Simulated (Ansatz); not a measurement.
Results of LDA (Ansatz, a first-principles code, plane waves, PAW) for BaTiNOF (model structure, Pmmm, No. 47, 5 atoms in the cell).

Input file:

Ansatz 0.2 input:
```yaml
crystal:
  lattice:
    - [3.9759920992, 0.0, 0.0]
    - [0.0, 4.1126447407, 0.0]
    - [0.0, 0.0, 4.0232940157]
  atoms:
    - { symbol: Ba, position: [0.5, 0.5, 0.5] }
    - { symbol: Ti, position: [0.0, 0.0, 0.0] }
    - { symbol: N, position: [0.5, 0.0, 0.0] }
    - { symbol: F, position: [0.0, 0.5, 0.0] }
    - { symbol: O, position: [0.0, 0.0, 0.5] }
basis:
  ecutwfc: 520
  ecutrho_ratio: 4
  xc_grid: 2
kpoints:
  mp_grid: { grid: [8, 8, 8] }
  band_path:
    path:
      - [0.0, 0.0, 0.0]
      - [-0.071429, 0.0, 0.0]
      - [-0.142857, 0.0, 0.0]
      - [-0.214286, 0.0, 0.0]
      - [-0.285714, 0.0, 0.0]
      - [-0.357143, 0.0, 0.0]
      - [-0.428571, 0.0, 0.0]
      - [-0.5, 0.0, 0.0]
      - [-0.5, 0.0, -0.071429]
      - [-0.5, 0.0, -0.142857]
      - [-0.5, 0.0, -0.214286]
      - [-0.5, 0.0, -0.285714]
      - [-0.5, 0.0, -0.357143]
      - [-0.5, 0.0, -0.428571]
      - [-0.5, 0.0, -0.5]
      - [-0.428571, 0.0, -0.5]
      - [-0.357143, 0.0, -0.5]
      - [-0.285714, 0.0, -0.5]
      - [-0.214286, 0.0, -0.5]
      - [-0.142857, 0.0, -0.5]
      - [-0.071429, 0.0, -0.5]
      - [0.0, 0.0, -0.5]
      - [0.0, 0.0, -0.428571]
      - [0.0, 0.0, -0.357143]
      - [0.0, 0.0, -0.285714]
      - [0.0, 0.0, -0.214286]
      - [0.0, 0.0, -0.142857]
      - [0.0, 0.0, -0.071429]
      - [0.0, -0.071429, 0.0]
      - [0.0, -0.142857, 0.0]
      - [0.0, -0.214286, 0.0]
      - [0.0, -0.285714, 0.0]
      - [0.0, -0.357143, 0.0]
      - [0.0, -0.428571, 0.0]
      - [0.0, -0.5, 0.0]
      - [-0.071429, -0.5, 0.0]
      - [-0.142857, -0.5, 0.0]
      - [-0.214286, -0.5, 0.0]
      - [-0.285714, -0.5, 0.0]
      - [-0.357143, -0.5, 0.0]
      - [-0.428571, -0.5, 0.0]
      - [-0.5, -0.5, 0.0]
      - [-0.5, -0.5, -0.071429]
      - [-0.5, -0.5, -0.142857]
      - [-0.5, -0.5, -0.214286]
      - [-0.5, -0.5, -0.285714]
      - [-0.5, -0.5, -0.357143]
      - [-0.5, -0.5, -0.428571]
      - [-0.5, -0.5, -0.5]
      - [-0.428571, -0.5, -0.5]
      - [-0.357143, -0.5, -0.5]
      - [-0.285714, -0.5, -0.5]
      - [-0.214286, -0.5, -0.5]
      - [-0.142857, -0.5, -0.5]
      - [-0.071429, -0.5, -0.5]
      - [0.0, -0.5, -0.5]
      - [0.0, -0.5, -0.428571]
      - [0.0, -0.5, -0.357143]
      - [0.0, -0.5, -0.285714]
      - [0.0, -0.5, -0.214286]
      - [0.0, -0.5, -0.142857]
      - [0.0, -0.5, -0.071429]
      - [-0.5, -0.071429, 0.0]
      - [-0.5, -0.142857, 0.0]
      - [-0.5, -0.214286, 0.0]
      - [-0.5, -0.285714, 0.0]
      - [-0.5, -0.357143, 0.0]
      - [-0.5, -0.428571, 0.0]
      - [0.0, -0.071429, -0.5]
      - [0.0, -0.142857, -0.5]
      - [0.0, -0.214286, -0.5]
      - [0.0, -0.285714, -0.5]
      - [0.0, -0.357143, -0.5]
      - [0.0, -0.428571, -0.5]
      - [-0.5, -0.071429, -0.5]
      - [-0.5, -0.142857, -0.5]
      - [-0.5, -0.214286, -0.5]
      - [-0.5, -0.285714, -0.5]
      - [-0.5, -0.357143, -0.5]
      - [-0.5, -0.428571, -0.5]
    npoints: 1
hamiltonian:
  xc: lda
  dispersion: none
  pseudopotentials: { kind: paw }
scf:
  occupations: { method: fermi_dirac, width: 0.01 }
  convergence: { dr2_threshold: 0.0000000005 }
output:
  forces: true
  stress: true
  eigenvalues: true
  write_bands: true
```

Output (set-up and result lines):

```
Crystal: 5 atoms, lattice volume = 65.788 Å³
Basis set: ecut = 520 eV, 1779 PW (Γ), exchange–correlation on 60×64×60 points (8 copies of the dense FFT grid, shifted against one another)
Bands: 25, of which v1, the nominal top of the filled ones, is band 20 counted from 1 (19 counted from 0)
Symmetry: 8 space group operations
Space group: Pmmm (ITA 47), of the structure as read, at distance tolerance 4.0e-5 Å
k-points: 125 of 512
Functional: x = slater, c = lda
SCF iter   1: F=—  HF=-9960.219912 eV  |F-HF|=—  |Δ(HF+E_count)|=         —  Δρ=1.42e-2  dr2=1.06e-1
SCF iter   2: F=—  HF=-9960.193391 eV  |F-HF|=—  |Δ(HF+E_count)|=   2.65e-2  Δρ=5.63e-3  dr2=1.86e-2
  ...
SCF iter   8: F=—  HF=-9960.188670 eV  |F-HF|=—  |Δ(HF+E_count)|=   1.00e-8  Δρ=1.67e-6  dr2=2.45e-9
SCF iter   9: F=-9960.188670 eV  HF=-9960.188670 eV  |F-HF|=1.47e-10  |Δ(HF+E_count)|=  3.98e-10  Δρ=6.75e-7  dr2=2.40e-10
SCF 1 converged in 9 iterations: F = -9960.188670 eV  dr2 = 2.40e-10
SCF converged after 9 iterations
Free energy (F): -9960.188670 eV
Internal energy: -9960.188619 eV  (E = F + TS)
E sigma→0 (E₀):  -9960.188644 eV
Fermi energy:    11.557002 eV
--- Forces (eV/Å), atoms counted from 1 ---
  atom   1  Ba     0.00000000     0.00000000     0.00000000
  atom   2  Ti     0.00000000     0.00000000     0.00000000
  atom   3  N     -0.00000000     0.00000000     0.00000000
  atom   4  F      0.00000000     0.00000000     0.00000000
  atom   5  O      0.00000000     0.00000000     0.00000000
--- Stress (GPa, compression-positive) ---
       -4.606077       0.000000       0.000000
        0.000000      -4.561493       0.000000
        0.000000       0.000000      -4.544807
  P = ⅓ Tr σ = -4.5708 GPa (-45.708 kbar)
```

The PAW data were made under PBE.

Note: the relaxation could raise the start's symmetry but not lower it, so the cell can be a saddle point. Note: cell and atoms aren't relaxed at this level (pressure -4.6 GPa).

Cost on a shared machine: very roughly 28 core-seconds.

A model structure was made by putting elements into a prototype or built by hand; it is no filed structure, need not be a known phase, and can be a saddle point held by its symmetry.
